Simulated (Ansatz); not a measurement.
Take HfO2 (space group P4_2/nmc, No. 137; a = 3.577 Å, c = 5.203 Å) as the base.

All numbers come from r2SCAN (Ansatz, an electronic-structure program, PAW, spin-orbit coupling left out).

For the base:

```
Quantity                 Result
-------------------  ----------
Lattice parameter a  6.759 bohr
Band gap                5.27 eV
```

Modification: a negative pressure, −2 GPa.

Task: Predict the new lattice parameter a.

Result: The lattice parameter a rises by 0.018 bohr (6.759 bohr → 6.777 bohr).

Task: How does this affect the band gap?

Result: The band gap is nearly the same (5.27 eV against 5.26 eV).

Spin-orbit coupling, missing from the scalar runs, can matter with Hf. Load acts through the strain it causes; cell and atoms are relaxed under it. No phonon test of stability was made. This is not the structure that HfO2 has at room temperature and ambient pressure.
